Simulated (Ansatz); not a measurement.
Start from Zr in the hcp (Mg type) structure (space group P6_3/mmc, No. 194; a = 3.244 Å, c = 5.158 Å; relaxed with 0.1 eV smearing). Axes: x lies along a and z along c of the hexagonal cell.

Calculations: r2SCAN (Ansatz, a first-principles code, PAW, no spin-orbit coupling).

It is then changed as follows: the cell is compressed by 3.00 % along z with no lateral relaxation, atoms relaxed at fixed cell.

**Question.** Predict the stress tensor and what it implies for the stiffness.

**Answer.** Stress of the strained cell less that of the base (GPa, compression positive):
```
    2.0     0.0     0.0
    0.0     2.0     0.0
    0.0     0.0     5.5
```

Then −Δσ_ii/ε with ε = -0.0300 gives secant stiffness values (nonlinear terms included at this strain): C33 ≈ 183 GPa, C13 ≈ 68 GPa and C23 ≈ 68 GPa.

As a check, the harmonic strain energy −½ V₀ Δσ:ε is 12 meV/atom; the computed energy rise is 12 meV/atom.

Whether these cells are dynamically stable was not tested. The final runs are not spin-polarised.
